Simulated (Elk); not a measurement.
# Parameter sweep on AlNi3 (Pm-3m, 4 atoms in the cell)

```
CELL_PARAMETERS angstrom
      3.58329     0.00000     0.00000
      0.00000     3.58329     0.00000
      0.00000     0.00000     3.58329
ATOMIC_POSITIONS crystal
  Al 0.00000 0.00000 0.00000
  Ni 0.00000 0.50000 0.50000
  Ni 0.50000 0.00000 0.50000
  Ni 0.50000 0.50000 0.00000
```
Moments meant for the start (each program seeds them in its own way; μB, in the order of the atoms Al Ni Ni Ni): 0.0 2.0 2.0 2.0.

Base run A: PBE, all-electron FP-LAPW, Elk's shipped species files, APW+lo basis with extra local orbitals (Elk 10.2.4), self-consistent single point.

Its settings: xctype = 20; spinpol = true; rgkmax = 8; stype = 0; swidth = 0.00183747 Ha; ngridk = 5 5 5; reducebf = 0.7; tforce = true; gmaxvr = 18 1/bohr; lmaxapw = 10; lmaxo = 8; nxlo = 2; lorbcnd = true; lradstp = 2; nrmtscf = 2; rmtscf = 0.94; lmaxi = 4; nempty = 10 per atom; bfcmt = [[0.0, 0.0, 0.0], [0.0, 0.0, -2.0], [0.0, 0.0, -2.0], [0.0, 0.0, -2.0]].

The starting cell comes from a database of computed structures (which also holds hypothetical and non-ambient phases and stackings), without a prior relaxation at this level. Its lattice was rescaled by a random factor within 2.5 % of one. The moments shrank to a small part of their start, a low-spin state that need not be the lowest. Values depend on the basis (sphere radii, cutoffs, local orbitals), which need not be converged. Without a gap this mesh is coarse (it stands for a supercell whose shortest vector is 18 Å).

ΔE is the total energy (no entropy term) per atom less that of run A. A dash stands where there is no value to compare (another energy zero or no entropy term, no result, no spin, no clean gap, or a mesh too coarse for one). 

| run | swidth, stype | ΔE (meV/atom) | size of the net moment (μB/atom) |
|---|---|---|---|
| A | 0.00183747 Ha, 0 | 0.00 | 0.17 |
| B | 0.00734986 Ha, 0 | 10.6 | 0.10 |
| C | 0.0110248 Ha, 0 | 24.3 | 0.00 |
| D | 0.00183747 Ha, 3 | – | 0.15 |
| E | 0.00367493 Ha, 3 | – | 0.00 |
| F | 0.00183747 Ha, 1 | -0.22 | 0.17 |
| G | 0.00734986 Ha, 1 | -1.43 | 0.16 |

Run G against A: The total energy falls by 1.4 meV/atom and the size of the net moment moves little (0.17 to 0.16 μB/atom).

Run C against A: The total energy rises by 24.3 meV/atom and the size of the net moment goes from 0.17 to 0.00 μB/atom.
